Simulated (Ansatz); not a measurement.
Start from MoS$_{2}$ in the 2H-MoS2 type structure (space group P6_3/mmc, No. 194; layered, stacked along the Cartesian z axis).

```xyz
6
Lattice="3.1732 0.0000 0.0000 -1.5866 2.7481 0.0000 0.0000 0.0000 12.4370" Properties=species:S:1:pos:R:3 pbc="T T T"
Mo     0.0000     1.8320     3.1092
Mo     1.5866     0.9160     9.3277
S      0.0000     1.8320     7.7719
S      1.5866     0.9160     1.5534
S      1.5866     0.9160     4.6651
S      0.0000     1.8320    10.8836
```

Computed with r2SCAN+rVV10, PAW, 500 eV (Ansatz, an electronic-structure program; no spin-orbit coupling), earlier PAW set.

Base values:

```
Item                   Value
-------------------  -------
Lattice parameter a  3.173 Å
c/a ratio              3.919
```

Modification: a negative pressure, −1 GPa.

Q: Predict the new lattice parameter a and c/a ratio.

A: The lattice parameter a rises by 0.009 Å to 3.182 Å; the c/a ratio rises by 0.0895 to 4.009.

Load acts through the strain it causes; cell and atoms are relaxed under it. Stability against distortions was not tested.
